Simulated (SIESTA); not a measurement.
# SIESTA run on Cl (Cm, 4 atoms in the cell): self-consistent single point

Computed with GGA PBEsol, numerical atomic orbitals DZP, PseudoDojo PBEsol standard norm-conserving potentials (rewritten from UPF to PSML) run with SIESTA 5.4.2.

Input:

```
# files in the folder: Cl.psml (PseudoDojo PBEsol standard)
SystemName  Cl
SystemLabel Cl

NumberOfAtoms                4
NumberOfSpecies              1
%block ChemicalSpeciesLabel
  1 17 Cl
%endblock ChemicalSpeciesLabel
LatticeConstant              1.0 Ang
%block LatticeVectors
     2.246720000   -3.129360000   -0.000000000
     2.246720000    3.129360000    0.000000000
     0.000000000    0.000000000    8.284780000
%endblock LatticeVectors
AtomicCoordinatesFormat      Ang
%block AtomicCoordinatesAndAtomicSpecies
     3.940746880   -0.000000000    7.481446307  1
     2.799413120   -0.000000000    3.289057660  1
     1.694026880    0.000000000    4.995722340  1
     0.552693120   -0.000000000    0.853332340  1
%endblock AtomicCoordinatesAndAtomicSpecies

XC.functional                GGA
XC.authors                   PBEsol
PAO.BasisSize                DZP
PAO.EnergyShift              0.005 Ry
MeshCutoff                   300 Ry
%block kgrid.MonkhorstPack
    7   0   0  0.0
    0   7   0  0.0
    0   0   3  0.0
%endblock kgrid.MonkhorstPack
OccupationFunction           FD
ElectronicTemperature        10.0 meV

MaxSCFIterations             150
SCF.Mixer.Method             Pulay
SCF.Mixer.Weight             0.2
SCF.Mixer.History            6
SCF.DM.Tolerance             1.0E-05
Diag.ParallelOverK           true
WriteForces                  true
Charge.Mulliken              end
```

Log, with long lists cut:

```
reinit: Reading from file input.fdf

reinit: System Name: Cl
reinit: System Label: Cl

coor:   Atomic-coordinates input format  =     Cartesian coordinates
coor:                                          (in Angstroms)

siesta: Atomic coordinates (Bohr) and species
siesta:      7.44693  -0.00000  14.13788  1        1
siesta:      5.29012  -0.00000   6.21542  1        2
siesta:      3.20125   0.00000   9.44055  1        3
siesta:      1.04444  -0.00000   1.61256  1        4

siesta: System type = bulk

initatomlists: Number of atoms, orbitals, and projectors:      4    52    72

siesta: ******************** Simulation parameters ****************************
redata: Spin configuration                          = none
redata: Time-Reversal Symmetry                      = T
redata: Number of Atomic Species                    =        1
redata: Mesh Cutoff                                 =   300.0000 Ry
redata: Net charge of the system                    =     0.0000 |e|
redata: Min. number of SCF Iter                     =        0
redata: Max. number of SCF Iter                     =      150
redata: SCF convergence failure will abort job
redata: SCF mix quantity                            = Hamiltonian
redata: Mix DM or H after convergence               =   F
redata: Recompute H after scf cycle                 =   F
redata: Mix DM in first SCF step                    =   T
redata: No kicks to SCF
redata: DM Mixing Weight for Kicks                  =     0.5000
redata: Require Harris convergence for SCF          =   F
redata: Harris energy tolerance for SCF             =     0.000100 eV
redata: Require DM convergence for SCF              =   T
redata: DM tolerance for SCF                        =     0.000010
redata: Require EDM convergence for SCF             =   F
redata: EDM tolerance for SCF                       =     0.001000 eV
redata: Require H convergence for SCF               =   T
   [... lines left out ...]
diag: Parallel distribution                         =     1 x     1
diag: Used triangular part                          = Lower
diag: Absolute tolerance                            =  0.100E-15
diag: Orthogonalization factor                      =  0.100E-05
diag: Memory factor                                 =  1.0000

superc: Internal auxiliary supercell:     5 x     5 x     3  =      75
superc: Number of atoms, orbitals, and projectors:    300   3900   5400

                        Single-point calculation

superc: Internal auxiliary supercell:     5 x     5 x     3  =      75
superc: Number of atoms, orbitals, and projectors:    300   3900   5400

outcell: Unit cell vectors (Ang):
        2.246720   -3.129360   -0.000000
        2.246720    3.129360    0.000000
        0.000000    0.000000    8.284780

outcell: Cell vector modules (Ang)   :    3.852356    3.852356    8.284780
outcell: Cell angles (23,13,12) (deg):     90.0000     90.0000    108.6472
outcell: Cell volume (Ang**3)        :    116.4972
new_DM -- step:     1
Initializing Density Matrix...

Attempting to read DM from file... Failed...
DM filled with atomic data:

InitMesh: MESH = 40 x 40 x 90 = 144000
InitMesh: Mesh cutoff (required, used) =   300.000   326.156 Ry

stepf: Fermi-Dirac step function
        iscf     Eharris(eV)        E_KS(eV)     FreeEng(eV)     dDmax    Ef(eV) dHmax(eV)
   scf:    1    -1774.131411    -1778.503979    -1778.503979  0.628292 -5.754535  1.488044
   scf:    2    -1778.871417    -1778.699113    -1778.699113  0.038371 -6.002666  1.005642
   scf:    3    -1778.915568    -1778.833379    -1778.833379  0.066003 -5.253253  0.173994
   scf:    4    -1778.860365    -1778.848826    -1778.848826  0.014566 -5.316594  0.044559
   scf:    5    -1778.849473    -1778.849163    -1778.849163  0.001923 -5.318977  0.025047
   scf:    6    -1778.849409    -1778.849301    -1778.849301  0.002726 -5.318113  0.003050
   scf:    7    -1778.849301    -1778.849303    -1778.849303  0.000739 -5.317709  0.002539
   scf:    8    -1778.849306    -1778.849305    -1778.849305  0.000215 -5.317795  0.000379
   scf:    9    -1778.849305    -1778.849305    -1778.849305  0.000029 -5.317832  0.000282
   scf:   10    -1778.849305    -1778.849305    -1778.849305  0.000032 -5.317895  0.000145
   scf:   11    -1778.849305    -1778.849305    -1778.849305  0.000031 -5.317963  0.000022
   scf:   12    -1778.849305    -1778.849305    -1778.849305  0.000001 -5.317968  0.000013
SCF Convergence by DM+H criterion
max |DM_out - DM_in|         :     0.0000012975
max |H_out - H_in|      (eV) :     0.0000131133
SCF cycle converged after 12 iterations

Using DM_out to compute the final energy and forces

siesta: E_KS(eV) =            -1778.8493

siesta: E_KS - E_eggbox =     -1778.8493

siesta: Atomic forces (eV/Ang):
     1   -0.479885   -0.000000   -0.903269
     2    0.074864   -0.000000   -0.227207
     3   -0.073886   -0.000000    0.229712
     4    0.479028   -0.000000    0.900669
   Tot    0.000122   -0.000000   -0.000095
   Max    0.903269
   Res    0.428399    sqrt( Sum f_i^2 / 3N )
   Max    0.903269    constrained

Stress tensor Voigt[x,y,z,yz,xz,xy] (kbar):       17.26       17.15        9.13       -0.00      -10.20       -0.00
(Free)E + p*V (eV/cell)    -1779.9045
Target enthalpy (eV/cell)    -1778.8493

siesta: Program's energy decomposition (eV):
siesta: Ebs     =      -343.066204
siesta: Eions   =      3189.851513
siesta: Ena     =      1026.495592
siesta: Ekin    =       605.257205
siesta: Enl     =       245.142768
siesta: Eso     =         0.000000
siesta: Edftu   =         0.000000
siesta: DEna    =        12.759784
siesta: DUscf   =         1.484246
siesta: DUext   =         0.000000
siesta: Ex      =      -439.318040
siesta: Ec      =       -40.819346
siesta: Exc     =      -480.137386
siesta: Eharris =     -1778.849305
siesta: Etot    =     -1778.849305
siesta: FreeEng =     -1778.849305

siesta: Atomic forces (eV/Ang):
siesta:      1   -0.479885   -0.000000   -0.903269
siesta:      2    0.074864   -0.000000   -0.227207
siesta:      3   -0.073886   -0.000000    0.229712
siesta:      4    0.479028   -0.000000    0.900669
siesta: ----------------------------------------
siesta:    Tot    0.000122   -0.000000   -0.000095

siesta: Stress tensor (static) (eV/Ang**3):
siesta:     0.010772    0.000000   -0.006369
siesta:    -0.000000    0.010704   -0.000000
siesta:    -0.006369   -0.000000    0.005699

siesta: Cell volume =        116.497191 Ang**3

siesta: Pressure (static):
siesta:                Solid            Molecule  Units
siesta:          -0.00009866          0.00012356  Ry/Bohr**3
siesta:          -0.00905809          0.01134504  eV/Ang**3
siesta:         -14.51266174         18.17675835  kBar

mulliken: Atomic and Orbital Populations:

Species: Cl
Atom  Qatom  Qorb
               3s      3s      3py     3pz     3px     3py     3pz     3px
               3Pdxy   3Pdyz   3Pdz2   3Pdxz   3Pdx2-y2
   1  6.998   1.905   0.027   1.967   1.180   1.597  -0.012   0.141   0.063
              0.014   0.027   0.037   0.038   0.013
   2  7.002   1.917   0.023   1.977   1.180   1.618  -0.017   0.131   0.055
   [... 5 lines left out ...]

mulliken: Qtot =       28.000

Mulliken Atomic Populations:
Atom #   charge [q] valence [e]  Species
     1     0.001772    6.998228  Cl
     2    -0.001859    7.001859  Cl
     3    -0.003929    7.003929  Cl
     4     0.004016    6.995984  Cl
 Total     0.000000
```

The run converged in 12 iterations.

The starting cell has typed, rounded lattice constants, without a prior relaxation at this level. Its lattice was rescaled by up to half a per cent. One atom was moved a little off its site on purpose. Values carry the incompleteness of an atom-centred basis. Forces in this geometry exceed 1 eV/Å.
